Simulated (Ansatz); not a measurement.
Results of LDA in Ansatz (plane waves, PAW) for cubic perovskite CsPbBr3 (cubic high-temperature phase).

Run with plane-wave cutoff 500 eV, 6×6×6 k mesh, gaussian smearing 0.02 eV, scalar-relativistic PAW data made under PBE.

Computed at the level's own relaxed cell.

Task: Predict the equilibrium volume per atom, equilibrium lattice constant a and band gap.

Result: 
- equilibrium volume per atom = 38.43 Å³/atom
- equilibrium lattice constant a = 5.770 Å
- band gap = 1.17 eV (on the SCF k mesh)

Note: the relaxation could not lower the start's symmetry, so the cell can be a saddle point above a distorted one.

Spin–orbit coupling is not included; with these elements it can move the gap by several tenths of an eV or more.

The computed numbers hold no vibrational or temperature effects.

Cost on a shared machine: roughly 50 core-seconds.

Ansatz is a quantum-chemistry and plane-wave program.
